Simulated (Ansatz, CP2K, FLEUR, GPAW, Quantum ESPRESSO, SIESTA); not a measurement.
## CdPPd5 (P4/mmm, 7 atoms in the cell) computed with different codes at matched settings

Self-consistent single point, at a second geometry (lattice scaled by 0.98). First geometry:

```
CdPPd5
1.0
    3.89942     0.00000     0.00000
    0.00000     3.89942     0.00000
    0.00000     0.00000     6.93431
Cd P Pd
1 1 5
Cartesian
  1.94971   1.94971   0.00000
  0.00000   0.00000   3.46716
  0.00000   0.00000   0.00000
  1.94971   0.00000   4.84903
  1.94971   0.00000   2.08529
  0.00000   1.94971   4.84903
  0.00000   1.94971   2.08529
```

Shared settings, as Ansatz (a first-principles code) writes them: kpoints.mp_grid.grid = 7 7 4; scf.occupations.method = fermi_dirac; scf.occupations.width = 0.1 eV. Potentials and cutoffs stand in the table.

```
code                                                                                                                                      model  ΔF from the first geometry (meV/atom)  pressure (GPa)  largest force (eV/Å)           cutoff
----------------  -----------------------------------------------------------------------------------------------------------------------------  -------------------------------------  --------------  --------------------  ---------------
Ansatz                                                                                                          PBEsol, PAW files made with PBE                                   38.2           13.79                 0.197          default
Quantum ESPRESSO                                                                           PBEsol, GBRV 1.5 ultrasoft (PBESOL) pseudopotentials                                   43.5           14.84                 0.216            40 Ry
CP2K                                                                 PBEsol, GPW, DZVP-MOLOPT-PBE-GTH basis, GTH-PBE potentials (POTENTIAL_UZH)                                   53.5           17.04                 0.311      grid 500 Ry
GPAW                                                                                      PBEsol, GPAW PAW datasets PBEsol (made by gpaw-setup)                                   42.3           14.64                 0.288           600 eV
FLEUR                                                                           PBEsol, all-electron FLAPW (FLEUR), scalar-relativistic valence                                   40.6               –                 0.222  Kmax 4.4 1/bohr
SIESTA            GGA PBEsol, numerical atomic orbitals DZP, PseudoDojo PBEsol standard norm-conserving potentials (rewritten from UPF to PSML)                                   46.8           15.60                 0.499      grid 400 Ry
```

A dash marks a value that a program does not give, or that is left out as unsure.

On Ansatz's run: spin polarisation is off; with an odd number of electrons in the cell that forces a metal, and a magnetic state may lie lower.

The spread over the programs that give each value: ΔF from the first geometry within 15.3 meV/atom; pressure within 3.25 GPa; largest force within 0.302 eV/Å.

CP2K and SIESTA use small atom-centred bases, whose incompleteness enters pressures, forces and empty levels differently from a plane-wave cutoff. FLEUR treats all electrons, but the usual bases taken here (sphere radii, linearisation, local orbitals, empty states) were not tested for convergence, so the values are no reference for the others. Ansatz's pressure is given at a fixed set of plane waves, as the other plane-wave codes print theirs; with its correction for the finite basis it is 13.84 GPa. In the pressure, CP2K (by 2.40) lies more than 1 GPa from the median of the plane-wave programs. In the force vectors, CP2K (by 0.094) and SIESTA (by 0.282) lie more than 0.08 eV/Å from the median of the plane-wave programs.

The starting cell comes from a database of computed structures (which also holds hypothetical and non-ambient phases and stackings), without a prior relaxation at this level. Its lattice was rescaled by a random factor within 2.5 % of one. For this run, on top of that: lattice scaled by 0.98.

Keys are those of Ansatz 0.2.
